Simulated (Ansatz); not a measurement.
**TiS$_{2}$ (P-3m1): band-structure transport figures**

Given:

```
TiS2
1.0
    3.29682     0.00000     0.00000
   -1.64841     2.85513     0.00000
    0.00000     0.00000     5.34181
S Ti
2 1
Direct
  0.33333   0.66667   0.26877
  0.66667   0.33333   0.73123
  0.00000   0.00000   0.00000
```

All values below come from PBEsol+D3BJ, rigid bands (plane waves, PAW, scalar-relativistic; Ansatz, a first-principles code). How the cell was made: cell and atoms relaxed with PBEsol+d3bj.

```json
{
 "density of states at the Fermi level": "0.607 states/(eV·cell), both spins",
 "bare Sommerfeld coefficient": "0.48 mJ/(mol of atoms·K²)",
 "drude_plasma_energy": "2.5 (x), 2.5 (y), 2.4 (z) eV",
 "root-mean-square Fermi velocity": "4.5e5 m/s",
 "resistivity times τ": "75 (x), 75 (y), 84 (z) ×10⁻²² Ω·m·s"
}
```

A metal at this level (no band gap); rigid bands, thermally averaged at 300 K, both spins. Spin-orbit coupling is left out. τ is one relaxation time for all states.
